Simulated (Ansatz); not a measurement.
The starting structures come from a database of crystals and need not be the phases stable at ambient conditions.

 Where the default PAW files enter, the runs use the earlier of Ansatz's two default sets.

Evanescent states of CaHClO (P6_3mc, not sure to be the ambient phase, 8 atoms a cell, 15.9 Å³ an atom) along the normal of (100)

Method: r2SCAN (plane waves, PAW; Ansatz, a first-principles code).

The gap is the functional's own, uncorrected, and κ follows it; spin-orbit coupling is left out. Mid-gap values are interpolated between the computed energies.

Energies count from the valence-band top; κ is the least over a 8×4 mesh across the current.

```
E (eV)  κ (1/Å)  where
------  -------  -----
0.14      0.145      Γ
0.42      0.238      Γ
0.70      0.291      Γ
0.98      0.329      Γ
1.26      0.356      Γ
1.54      0.376      Γ
1.82      0.391      Γ
2.10      0.401      Γ
2.38      0.408      Γ
2.66      0.411      Γ
2.94      0.411      Γ
3.22      0.408      Γ
3.50      0.402      Γ
3.78      0.393      Γ
4.06      0.381      Γ
4.34      0.365      Γ
4.62      0.345      Γ
4.90      0.321      Γ
5.18      0.290      Γ
5.46      0.250      Γ
5.74      0.195      Γ
6.02      0.101      Γ
```

Question: How thick must the barrier be to attenuate the transmission by 10^8 when the electrodes' Fermi level lies at 2.94 eV, and what attenuation does that film give at 5.18 eV?

Answer: d = 8 ln 10 / (2 × 0.411) = 22.4 Å. At 5.18 eV it gives 8 × 0.290/0.411 = 5.6 decades.
